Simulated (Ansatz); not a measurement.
Base system: BeSe in the zinc blende structure (space group F-43m, No. 216; a = 5.129 Å).

It is then changed as follows: every Se is replaced by S; the structure is relaxed again.

Levels (all Ansatz, an electronic-structure program, PAW): PBEsol (420 eV, no spin-orbit coupling); HSE06+SOC (420 eV, noncollinear with spin-orbit coupling).

The geometry is relaxed with PBEsol.

```
Quantity                                   Result
----------------------------  -------------------
PBEsol valence-band top at Γ  0.00, 0.00, 0.00 eV
PBEsol band gap                           2.91 eV
```

### Question
How does going to HSE06+SOC change the valence-band top at Γ and band gap?

### Answer
The valence-band top at Γ (three highest Kramers pairs, from the VBM) goes from 0.00, 0.00, 0.00 eV to 0.00, 0.00, -0.10 eV; the band gap rises by 1.10 eV to 4.01 eV. The threefold valence maximum splits by Δso ≈ 0.10 eV.

Single points use the geometry relaxed with PBEsol. HSE06 gaps are upper bounds (no full band path). Differences between runs with and without spin-orbit coupling are approximate. Whether these cells are dynamically stable was not tested.
